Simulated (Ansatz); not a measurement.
Start from La (space group P6_3/mmc, No. 194; a = 3.770 Å, c = 12.081 Å).

(Cell as relaxed with PBE.)

Levels (all Ansatz, an electronic-structure program, PAW): PBE (420 eV, no spin-orbit coupling); r2SCAN (500 eV, scalar-relativistic without spin-orbit coupling).

Each level relaxes its own structure.

```tsv
base	PBE	r2SCAN
volume per atom	37.18 Å³	37.33 Å³
lattice parameter a	3.770 Å	3.786 Å
band gap	zero	zero
```

One thing is altered: full substitution La → Sc; the structure is relaxed again.

```csv
quantity,PBE,r2SCAN
lattice parameter a,3.292 Å,3.312 Å
c/a ratio,3.191,3.181
```

PBE's lattice parameter a lies 0.020 Å below r2SCAN's (0.6 %); PBE's c/a ratio lies 0.010 above r2SCAN's. Neither level is exact; r2SCAN is the comparison here, not a measurement.

Whether these cells are dynamically stable was not tested. The final runs are not spin-polarised.
